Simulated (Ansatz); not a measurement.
Consider the following.

```
C
1.0
    0.00000     1.75913     1.75913
    1.75913     0.00000     1.75913
    1.75913     1.75913     0.00000
C
2
Cartesian
  0.00000   0.00000   0.00000
  0.87956   0.87956   0.87956
```

No spin polarisation.

Level of theory: Ansatz (an electronic-structure program), PBEsol, PAW, cutoff 420 eV, no spin-orbit coupling. k-mesh 16×16×16 (Γ-centred); smearing 0.05 eV (Fermi–Dirac).

### Question
Predict the gap character, band gap and hole mass.

### Answer
- Gap character = indirect, Γ → Γ–X (75 % along)
- Band gap = 4.10 eV
- Hole mass (degenerate bands, along [100]) = 0.28, 0.28, 0.54 mₑ (at Γ)

The cells carry an imposed strain or load. Effective masses come from finite differences of ±0.01 Å⁻¹. Whether these cells are dynamically stable was not tested. The cell was made from C in the diamond structure (space group Fd-3m, No. 227) by this change: isotropic strain −1.00 %.
